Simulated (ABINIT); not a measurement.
A self-consistent single point of Ba₃ZnN₂O (P4/mmm, 7 atoms in the cell) with ABINIT.

Method: LDA (PW92), PAW (JTH v2.0 LDA PAW) (plane waves; ABINIT).

```
CELL_PARAMETERS angstrom
      4.09084     0.00000     0.00000
      0.00000     4.09084     0.00000
      0.00000     0.00000     9.16087
ATOMIC_POSITIONS crystal
  Ba 0.00000 0.00000 0.21788
  Ba 0.00000 0.00000 0.78212
  Ba 0.50000 0.50000 0.50000
  Zn 0.50000 0.50000 0.00000
  N  0.50000 0.50000 0.80054
  N  0.50000 0.50000 0.19946
  O  0.00000 0.00000 0.50000
```

Reference input (self-consistent single point, DFT, PBEsol, plane waves, PAW (JTH v2.0 PBE PAW, files made for PBE)): pseudos = [Ba.GGA_PBE-JTH.xml, Zn.GGA_PBE-JTH.xml, N.GGA_PBE-JTH.xml, O.GGA_PBE-JTH.xml]; ecut = 30 Ha; pawecutdg = 60 Ha; pawxcdev = 0; ixc = -116133; occopt = 3; tsmear = 0.02 eV; ngkpt = 6 6 3; nshiftk = 1; shiftk = 0 0 0; potentials = JTH v2.0 PBE PAW; nband = 37. This run's input differs from it in these lines:

```diff
@@ -1,4 +1,4 @@
-# Ba3ZnN2O, JTH v2.0 PBE PAW
+# Ba3ZnN2O, JTH v2.0 LDA PAW
 pp_dirpath "./"
-pseudos "Ba.GGA_PBE-JTH.xml, Zn.GGA_PBE-JTH.xml, N.GGA_PBE-JTH.xml, O.GGA_PBE-JTH.xml"
+pseudos "Ba.LDA_PW-JTH.xml, Zn.LDA_PW-JTH.xml, N.LDA_PW-JTH.xml, O.LDA_PW-JTH.xml"
 acell 4.0908430000 4.0908430000 9.1608720000 Angstrom
@@ -24,3 +24,3 @@
 pawxcdev 0
-ixc -116133
+ixc 7
 occopt 3
```

Its files differ too (potentials: JTH v2.0 PBE PAW → JTH v2.0 LDA PAW).

Output, abridged:

```
--- !BeginCycle
solver: {iscf: 17, nstep: 100, nline: 4, wfoptalg: 10, }
tolerances: {toldfe: 1.00E-09, }
...

     iter   Etot(hartree)      deltaE(h)  residm     nres2
 ETOT  1  -176.27573180626    -1.763E+02 9.097E+00 4.701E+01
 ETOT  2  -179.07791772611    -2.802E+00 4.207E-01 8.724E+01
 ETOT  3  -178.91417847428     1.637E-01 1.619E-01 1.632E+01
 ETOT  4  -178.88602578873     2.815E-02 5.438E-02 5.566E+00
 ETOT  5  -178.88248553903     3.540E-03 4.689E-02 3.045E+00
   [... 10 lines left out ...]
 ETOT 16  -178.87944998704     1.534E-09 5.578E-03 6.165E-07
 ETOT 17  -178.87944998531     1.729E-09 4.730E-03 1.097E-07
 ETOT 18  -178.87944998456     7.470E-10 6.076E-03 4.823E-08
 ETOT 19  -178.87944998443     1.290E-10 3.564E-03 5.288E-09
 At SCF step   19, etot is converged :
  for the second time, diff in etot=  1.290E-10 < toldfe=  1.000E-09

 Cartesian components of stress tensor (hartree/bohr^3)
  sigma(1 1)=  8.36061609E-05  sigma(3 2)=  0.00000000E+00
  sigma(2 2)=  8.36061609E-05  sigma(3 1)=  0.00000000E+00
  sigma(3 3)=  1.32512565E-04  sigma(2 1)=  0.00000000E+00

 ----iterations are completed or convergence reached----

 reduced coordinates (array xred) for    7 atoms
      -0.000000002188     -0.000000002188      0.217880001233
      -0.000000002188     -0.000000002188      0.782119998767
       0.499999997812      0.499999997812      0.500000000000
       0.499999997812      0.499999997812      0.000000000000
       0.499999997812      0.499999997812      0.800539998686
       0.499999997812      0.499999997812      0.199460001314
   [... lines left out ...]
 Fermi (or HOMO) energy (eV) =   3.94948   Average Vxc (eV)= -10.14206
   [... lines left out ...]
'-kT*entropy'       : -4.84616683247843E-09
total_energy        : -1.78879449240624E+02
total_energy_eV     : -4.86755735795202E+03
...

-Cartesian components of stress tensor (GPa)         [Pressure= -2.9394E+00 GPa]
- sigma(1 1)=  2.45977776E+00  sigma(3 2)=  0.00000000E+00
- sigma(2 2)=  2.45977776E+00  sigma(3 1)=  0.00000000E+00
- sigma(3 3)=  3.89865361E+00  sigma(2 1)=  0.00000000E+00

 Calculation completed.
```

The run converged in 19 iterations. Against the reference run the pressure goes from -0.63 to -2.94 GPa, the largest force goes from 0.021 to 0.314 eV/Å and the gap on the mesh goes from 0.523 to 0.508 eV.

The starting cell comes from a database of computed structures (which also holds hypothetical and non-ambient phases and stackings), without a prior relaxation at this level. Its lattice was rescaled by a random factor within 2.5 % of one.

Cost on one core of a shared machine: roughly 6 min.
